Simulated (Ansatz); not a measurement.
Sn (model structure, started from the Ge type, P4₃2₁2, No. 96, 12 atoms in the cell)

Calculation: r²SCAN in Ansatz (plane waves, PAW).

Settings: plane-wave cutoff 560 eV, 6×6×4 k mesh (along the axes of the cell as run), Fermi–Dirac smearing 0.01 eV, scalar-relativistic PAW data made under PBE.

Cell (relaxed at this level):

```
Sn
1.0
    6.84112     0.00000     0.00000
    0.00000     6.84112     0.00000
    0.00000     0.00000     7.98318
Sn
12
Direct
  0.09132   0.09132   0.00000
  0.40868   0.59132   0.75000
  0.90868   0.90868   0.50000
  0.59132   0.40868   0.25000
  0.17362   0.36878   0.26216
  0.13122   0.67362   0.01216
  0.82638   0.63122   0.76216
  0.86878   0.32638   0.51216
  0.67362   0.13122   0.98784
  0.63122   0.82638   0.23784
  0.32638   0.86878   0.48784
  0.36878   0.17362   0.73784
```

| Item | Result |
|---|---|
| band gap | 0.42 eV (on the SCF k mesh) |
| Γ–Γ gap | 1.65 eV |

Note: the relaxation could raise the start's symmetry but not lower it, so the cell can be a saddle point.

Spin–orbit coupling is not included.

The computed numbers hold no vibrational or temperature effects.

A model structure was made by putting elements into a prototype or built by hand; it is no filed structure, need not be a known phase, and can be a saddle point held by its symmetry.

Ansatz is a program for electronic structure.
